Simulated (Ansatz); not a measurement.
Consider BeS in the rock salt structure (space group Fm-3m, No. 225; a = 4.5900 Å; a hypothetical phase, not in the database extracts checked). Axes: x, y, z lie along the cube axes.

Modification: tensor shear ε_xz = +0.21 % (engineering shear γ = 0.0042); the atoms relax in the strained cell.

Levels (all Ansatz, a first-principles code, PAW): PBEsol (420 eV, without spin-orbit coupling); r2SCAN (500 eV, spin-orbit coupling left out); HSE06 (420 eV, without spin-orbit coupling).

One geometry, relaxed with PBEsol, under each level:

```csv
level,band gap,lowest conduction level above the VBM at special points,electron mass,pressure
PBEsol,0.92 eV,X 0.92 eV; T 0.92 eV; F₂ 2.14 eV; Σ₀ 2.14 eV,"1.0 mₑ along k, 0.29 mₑ across (at X)",0.00 GPa
r2SCAN,1.31 eV,X 1.31 eV; T 1.31 eV; F₂ 2.63 eV; Σ₀ 2.63 eV,"0.94 mₑ along k, 0.28 mₑ across (at X)",3.37 GPa
HSE06,?,?,–,–
```

Q: Give the withheld HSE06 results.

A: 
- HSE06, band gap: 1.73 eV
- HSE06, lowest conduction level above the VBM at special points: X 1.73 eV; T 1.73 eV; F₂ 3.05 eV; Γ 6.75 eV

Single points use the geometry relaxed with PBEsol. Their cutoffs differ, which shifts pressures a little. HSE06 gaps are upper bounds (no full band path). Effective masses come from finite differences of ±0.01 Å⁻¹. Along k means along the line from Γ to the band edge. Stability against distortions was not tested. k-point labels follow each cell's own Brillouin zone.
